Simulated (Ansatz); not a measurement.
Consider Te (space group P3_121, No. 152; a = 4.521 Å, c = 5.955 Å; made of chains).

(Cell as relaxed with PBE.)

Levels (all Ansatz, a first-principles code, PAW, earlier PAW set): PBE (420 eV, scalar-relativistic without spin-orbit coupling); r2SCAN (500 eV, no SOC).

Each level relaxes its own structure.

```tsv
quantity	PBE	r2SCAN
volume per atom	35.14 Å³	(withheld)
lattice parameter a	4.521 Å	(withheld)
lattice parameter c	5.955 Å	(withheld)
band gap	0.23 eV	(withheld)
gap character	indirect, L–H (80 % along) → H	(withheld)
electron mass	0.065 mₑ along c, 0.046 mₑ across	(withheld)
```

Task: Given the PBE results, estimate those of r2SCAN.

Result: 
- volume per atom, r2SCAN: 36.44 Å³
- lattice parameter a, r2SCAN: 4.624 Å
- lattice parameter c, r2SCAN: 5.904 Å
- band gap, r2SCAN: 0.54 eV
- gap character, r2SCAN: indirect, L–H (80 % along) → H
- electron mass, r2SCAN: 0.088 mₑ along c, 0.11 mₑ across

PBE's volume per atom lies 1.30 Å³ below r2SCAN's (3.6 %); PBE's lattice parameter a lies 0.1024 Å below r2SCAN's (2.2 %); PBE's lattice parameter c lies 0.051 Å above r2SCAN's (0.9 %); PBE's band gap lies 0.31 eV below r2SCAN's; the two agree on the gap character. Neither level is exact; r2SCAN is the comparison here, not a measurement.

Spin-orbit coupling, missing from the scalar runs, can matter with Te. Effective masses come from finite differences of ±0.01 Å⁻¹. No phonon test of stability was made. No dispersion term is included, though the crystal is made of layers, chains or molecules, so its spacings can come out too wide. The zero or small gap of Te can change with the level of theory.
